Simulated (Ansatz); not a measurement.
**Pressure series in hypothetical cubic perovskite CaHfSe3**

Take CaHfSe3 in the cubic perovskite structure (space group Pm-3m, No. 221; a = 5.1232 Å; a hypothetical phase, not in the database extracts checked) as the base.

Cell and atoms are relaxed at each pressure.

The values are results of Ansatz (a first-principles code) PBEsol, without spin-orbit coupling, not measurements.

Q: Only one of these keeps a band gap. Which?
(A) pressure 3 GPa
(B) pressure −2 GPa
(C) pressure 5 GPa
(D) pressure 7.5 GPa

A: B, pressure −2 GPa. Computed: pressure 7.5 GPa: zero; pressure 5 GPa: zero; pressure 3 GPa: zero; pressure −2 GPa: 0.15 eV

With Hf present, leaving out spin-orbit coupling can change the band edges. Load acts through the strain it causes; cell and atoms are relaxed under it. Stability against distortions was not tested. No other phases were tried under pressure. The final runs are not spin-polarised. Many cubic perovskites are stable only at high temperature; tilts and polar distortions were not tested. The zero or small gap of CaHfSe3 can change with the level of theory.
